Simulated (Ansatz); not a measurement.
# Al (Fm-3m): band-structure transport figures

Given:

```
CELL_PARAMETERS angstrom
      0.00000     1.94388     1.94388
      1.94388     0.00000     1.94388
      1.94388     1.94388     0.00000
ATOMIC_POSITIONS crystal
  Al 0.00000 0.00000 0.00000
```

These are PBEsol, rigid bands (plane waves, PAW, scalar-relativistic; Ansatz, a first-principles code) values and carry that method's errors. Condition of this run: hydrostatic pressure 10 GPa (the target of the relaxation). Cell: cell and atoms relaxed with PBEsol, then loaded as said.

```json
{
 "density of states at the Fermi level": "0.379 states/(eV·cell), both spins",
 "bare Sommerfeld coefficient": "0.89 mJ/(mol of atoms·K²)",
 "drude_plasma_energy": "12.4 eV",
 "root-mean-square Fermi velocity": "1.5e6 m/s",
 "resistivity times τ": "3.2 ×10⁻²² Ω·m·s"
}
```

A metal at this level (no band gap); rigid bands, thermally averaged at 300 K, both spins. Spin-orbit coupling is left out. τ is one relaxation time for all states.
